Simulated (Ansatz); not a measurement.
**Response to strain in hypothetical P4_2/mnm BP**

Base system: BP (space group P4_2/mnm, No. 136; a = 5.569 Å, c = 3.205 Å; a hypothetical phase, not in the database extracts checked). Axes: x, y, z lie along a, b, c of the conventional cell.

Strains are applied to the cell and any free atomic positions relax; under biaxial strain the out-of-plane vector relaxes too.

The values are results of PBE (Ansatz, a first-principles code; PAW; 420 eV plane waves; scalar-relativistic without spin-orbit coupling), not measurements.

```json
[
 {"biaxial strain, plane normal [001], relaxed out of plane (%)": "-3.82", "out-of-plane strain (%)": "0.98"},
 {"biaxial strain, plane normal [001], relaxed out of plane (%)": "-3.3", "out-of-plane strain (%)": "0.82"},
 {"biaxial strain, plane normal [001], relaxed out of plane (%)": "-1.68", "out-of-plane strain (%)": "?"},
 {"biaxial strain, plane normal [001], relaxed out of plane (%)": "-0.51", "out-of-plane strain (%)": "0.11"},
 {"biaxial strain, plane normal [001], relaxed out of plane (%)": "0", "out-of-plane strain (%)": "0.00"}
]
```

Fit ε⊥ = −νε + γε² (strains in %) to the rows shown and predict the withheld row.

Least squares on the printed values gives ν = 0.20 (the biaxial Poisson response) and γ = 0.013 (largest residual 0.00 %); this predicts 0.38 %, and the run gives 0.38 %, in agreement.

No phonon test of stability was made.
